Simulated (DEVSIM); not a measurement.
System: n-channel Si planar bulk MOSFET with SiON, at 300 K.

```
Quantity                                                    Value
-----------------------  ----------------------------------------
Gate length                                                 30 nm
Source drain length                                         24 nm
Dielectric thickness                                         1 nm
Lateral straggle                                           1.4 nm
Underlap                                                     0 nm
Junction depth                                            11.1 nm
Substrate depth                                            103 nm
Gate work function                                        4.06 eV
Source and drain doping  6e19 cm⁻³, Gaussian tails under the gate
Body doping                                           3.1e18 cm⁻³
Lifetime                                                   1e-8 s
Supply                                                      0.6 V
```

All mobilities are scaled by 0.3; velocity saturation, μ/(1 + (μE/vsat)^b)^(1/b) with b = 2 for electrons and 1 for holes and E the electric field along each mesh edge, is on. Mobility is μmin + (μ − μmin)/(1 + (N/Nref)^α).

The device is made up for the run: typed textbook-type constants, with dimensions and the other settings drawn at random. Values at 300 K.

Si: gap (eV) 1.124, affinity (eV) 4.05, permittivity 11.7, Nc (cm⁻³) 2.86e19, Nv (cm⁻³) 3.1e19, μn (cm²/Vs) 1417, μp (cm²/Vs) 470, μn,min 52, μp,min 45, Nref,n 9.7e16, Nref,p 2.2e17, αn 0.68, αp 0.72, vsat,n (cm/s) 1e7, vsat,p (cm/s) 8.4e6. SiON: gap (eV) 7, affinity (eV) 1.4, permittivity 5.5.

Simulated with DEVSIM: 2D drift-diffusion, Boltzmann statistics, complete ionisation; no quantum confinement, tunnelling, impact ionisation, self-heating, contact resistance or fringe fields beside the gate. Metal contacts follow the ideal Schottky-Mott rule: no Fermi-level pinning, no interface dipoles.

Transfer curves, |Id| in μA/μm:

| Vg (V) | Vd = 0.05 V | Vd = 0.6 V |
|---|---|---|
| -0.18 | 0.0001467 | 0.0003674 |
| -0.15 | 0.0003831 | 0.0009630 |
| -0.12 | 0.0009997 | 0.002523 |
| -0.09 | 0.002606 | 0.006605 |
| -0.06 | 0.006781 | 0.01726 |
| -0.03 | 0.01760 | 0.04498 |
| 0 | 0.04547 | 0.1166 |
| 0.03 | 0.1166 | 0.2990 |
| 0.06 | 0.2945 | 0.7526 |
| 0.09 | 0.7235 | 1.827 |
| 0.12 | 1.689 | 4.170 |
| 0.15 | 3.619 | 8.700 |
| 0.18 | 6.893 | 16.31 |
| 0.21 | 11.49 | 27.53 |
| 0.24 | 16.96 | 42.44 |
| 0.27 | 22.71 | 60.83 |
| 0.3 | 28.34 | 82.37 |
| 0.33 | 33.64 | 106.7 |
| 0.36 | 38.53 | 133.4 |
| 0.39 | 43.01 | 162.3 |
| 0.42 | 47.11 | 193.1 |
| 0.45 | 50.85 | 225.5 |
| 0.48 | 54.27 | 259.3 |
| 0.51 | 57.41 | 294.3 |
| 0.54 | 60.30 | 330.4 |
| 0.57 | 62.96 | 367.2 |
| 0.6 | 65.42 | 404.7 |

Question: Work out the subthreshold swing at low drain bias from the rows at -0.18 and -0.15 V, and compare it with the thermal limit.

Answer: log10(0.0003831/0.0001467) = 0.417 over 30.0 mV, so S = 72.0 mV/decade. The limit kT/q ln 10 is 59.5 mV/decade; the ratio is 1.21. This is the steepest step of the table.

Question: Find both thresholds at the constant current 0.1 μA × (1 μm/L) a micrometre, and the DIBL.

Answer: The current is 3.33 μA/μm. Interpolating ln Id gives 0.147 V and 0.112 V; their difference over the 0.55 V of drain bias is 63 mV/V.

Source and drain are degenerate, where Boltzmann statistics are only rough. The electric field that drives the saturation includes the junctions' built-in field, which lowers the mobility there even at small currents: subthreshold currents come out too low, a known weakness of this choice.
